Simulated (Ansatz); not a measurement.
Base system: Zr₂Ir (space group I4/mcm, No. 140; a = 6.4631 Å, c = 5.6496 Å; a cell from a computed database, its experimental status unchecked). Axes: x, y, z lie along a, b, c of the conventional cell.

The values are results of Ansatz (a quantum-chemistry and plane-wave program) PBEsol, no spin-orbit coupling, not measurements.

Strains are applied to the cell and any free atomic positions relax.

One change was made to it. Results:

The pressure (mean of the normal stresses, compression positive) goes from zero to 2.8 GPa; the shortest interatomic distance decreases by 0.022 Å (2.786 Å → 2.764 Å); the energy grows by 3.8 meV/atom.

### Question
Name the change that was made.
A) isotropic strain −2.87 %
B) strain tensor (xx, yy, zz, yz, xz, xy) = (+1.11, +1.16, +2.00, +0.19, +0.01, +0.12) %
C) uniaxial strain ε_yy = −1.76 %
D) uniaxial strain ε_zz = +0.21 %

### Answer
C, uniaxial strain ε_yy = −1.76 %. For comparison, the energy relative to the base in the other runs: strain tensor (xx, yy, zz, yz, xz, xy) = (+1.11, +1.16, +2.00, +0.19, +0.01, +0.12) % gives +15 meV/atom; uniaxial strain ε_zz = +0.21 % gives +0.1 meV/atom; isotropic strain −2.87 % gives +71 meV/atom.

Without a gap, meshes like the base's 11×11×11 leave anisotropic stresses uncertain by several tenths of a GPa, and small strain energies with them. Stability against distortions was not tested. All final runs are without spin polarisation.
